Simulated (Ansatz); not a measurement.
The parent structure is LuI3 in the ReO3 type structure (space group Pm-3m, No. 221; a = 5.844 Å; a hypothetical phase, not in the database extracts checked). Axes: x, y, z lie along the cube axes.

Level of theory: DFT with PBEsol, PAW potentials and a 420 eV plane-wave cutoff in Ansatz (a first-principles code), no SOC.

Strains are applied to the cell and any free atomic positions relax; under biaxial strain the out-of-plane vector relaxes too; under stress the whole cell relaxes.

One change was made to it. Results:

| quantity | base | after |
|---|---|---|
| smallest direct gap | 2.66 eV | 2.63 eV |
| energy relative to the base (free energy F) | 0 meV/atom | +0.1 meV/atom |

Task: What was done to the base?
A) biaxial strain −4.69 %, plane normal [001], relaxed out of plane
B) biaxial strain −1.70 %, plane normal [110], relaxed out of plane
C) uniaxial stress, 5 GPa compression along z
D) tensor shear ε_xy = +0.47 %
E) biaxial strain −2.95 %, plane normal [111], relaxed out of plane

Result: D, tensor shear ε_xy = +0.47 %. For comparison, the energy relative to the base in the other runs: biaxial strain −2.95 %, plane normal [111], relaxed out of plane gives +9.6 meV/atom; biaxial strain −1.70 %, plane normal [110], relaxed out of plane gives +4.5 meV/atom; biaxial strain −4.69 %, plane normal [001], relaxed out of plane gives +58 meV/atom; uniaxial stress, 5 GPa compression along z gives +40 meV/atom.

Spin-orbit coupling, missing from the scalar runs, can matter with I. Beyond what the load breaks, stability against distortions was not tested.
